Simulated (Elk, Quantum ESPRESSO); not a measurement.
A Quantum ESPRESSO input for a self-consistent single point of Y2Ni2Sn (Immm, 5 atoms in the cell) (DFT, LDA (PZ), plane waves, GBRV 1.5 ultrasoft (LDA) pseudopotentials):

```fortran
&CONTROL
   calculation = 'scf'
   prefix = 'y2ni2sn'
   outdir = './tmp'
   pseudo_dir = './'
   tprnfor = .true.
   tstress = .true.
/
&SYSTEM
   ibrav = 0
   nat = 5
   ntyp = 3
   ecutwfc = 50
   ecutrho = 400
   occupations = 'smearing'
   smearing = 'fermi-dirac'
   degauss = 0.0099958
/
&ELECTRONS
   conv_thr = 1.0e-11
/
ATOMIC_SPECIES
Y     88.9058  y_lda_v1.4.uspp.F.UPF
Ni    58.6934  ni_lda_v1.4.uspp.F.UPF
Sn   118.7100  sn_lda_v1.4.uspp.F.UPF
ATOMIC_POSITIONS {crystal}
Y     0.70322000    0.20322000    0.50000000
Y     0.29678000    0.79678000    0.50000000
Ni    0.71180000    0.50000000    0.21180000
Ni    0.28820000    0.50000000    0.78820000
Sn    0.00000000    0.00000000    0.00000000
K_POINTS {automatic}
5 5 5  0 0 0
CELL_PARAMETERS {angstrom}
  -2.13574000     2.79783500     4.14642000
   2.13574000    -2.79783500     4.14642000
   2.13574000     2.79783500    -4.14642000
```

**Question.** Give the Elk input for the same structure, mesh, smearing and functional.

**Answer.** This is the input that was run; spellings and numerical settings could be chosen otherwise.

```
tasks
  0

swidth
  0.00499791

maxscl
  100

avec
   -4.0359636734    5.2871418919    7.8355981977
    4.0359636734   -5.2871418919    7.8355981977
    4.0359636734    5.2871418919   -7.8355981977

sppath
  'species/'

atoms
  3
  'Y.in'
  2
  0.7032200000  0.2032200000  0.5000000000    0.0 0.0 0.0
  0.2967800000  0.7967800000  0.5000000000    0.0 0.0 0.0
  'Ni.in'
  2
  0.7118000000  0.5000000000  0.2118000000    0.0 0.0 0.0
  0.2882000000  0.5000000000  0.7882000000    0.0 0.0 0.0
  'Sn.in'
  1
  0.0000000000  0.0000000000  0.0000000000    0.0 0.0 0.0

ngridk
  5 5 5
```

Basis settings and potentials, where a program has them, do not carry over. This input uses DFT, LDA (PW92), all-electron FP-LAPW, Elk's shipped species files, default APW+lo basis. LDA parametrisations can differ slightly between programs.

The starting cell comes from a database of computed structures (which also holds hypothetical and non-ambient phases and stackings), without a prior relaxation at this level.
